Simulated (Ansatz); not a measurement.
Consider ZnS in the wurtzite structure (space group P6_3mc, No. 186; a = 3.845 Å, c = 6.305 Å). Axes: x lies along a and z along c of the hexagonal cell.

Now apply this change: tensile biaxial strain of 2.40 % in the plane normal to [001], as in epitaxy on a mismatched substrate; the out-of-plane cell vector and the atoms relax.

Calculations: Kohn–Sham DFT with the PBE functional, run in Ansatz (a program for electronic structure) with PAW and 420 eV plane waves, spin-orbit coupling left out.

Base, band edges from the VBM (valence, conduction): K -2.00, 4.35; H -1.29, 4.45; M -0.85, 3.68; L -1.54, 3.54; A -0.45, 3.47; Γ 0.00, 2.08 eV.

### Question
Give the band edges at the high-symmetry points of the new zone, measured from its valence-band maximum.

### Answer
```csv
point,valence edge (eV),conduction edge (eV)
Γ,0.00,1.92
M,-0.85,3.49
K,-1.88,4.57
A,-0.53,3.20
L,-1.38,3.57
H,-1.11,4.55
```

The gap is 1.92 eV, direct at Γ.

Gaps are read on the SCF mesh and a high-symmetry path. Stability against distortions was not tested.
